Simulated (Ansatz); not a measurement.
Consider LiF in the rock salt structure (space group Fm-3m, No. 225).

```
CELL_PARAMETERS angstrom
      0.00000     2.00387     2.00387
      2.00387     0.00000     2.00387
      2.00387     2.00387     0.00000
ATOMIC_POSITIONS crystal
  Li 0.00000 0.00000 0.00000
  F  0.50000 0.50000 0.50000
```

Method: PBEsol (Ansatz, a first-principles code, PAW, no spin-orbit coupling).

Base values:

- Gap between the host's bands: 9.05 eV
- Gap character: direct at Γ

Perturbation: hole doping at 1.5×10^21 cm⁻³ (0.0241 per cell), with a uniform compensating background at fixed cell and a 300 K Fermi–Dirac width.

### Question
How does this affect the Fermi level from band edge?

### Answer
The Fermi level relative to the doped band's edge (positive inside the band; to 0.05 eV) amounts to 0.00 eV.

### Question
Estimate the effect on the gap between the host's bands.

### Answer
The gap between the host's bands rises by 0.08 eV (9.05 eV → 9.13 eV).

### Question
What happens to the gap character?

### Answer
The gap character remains direct at Γ.

Carriers are added with a uniform compensating background; total energy and stress of such cells depend on the potential's zero and are not compared; many-body gap narrowing is missing at this level. Stability against distortions was not tested.
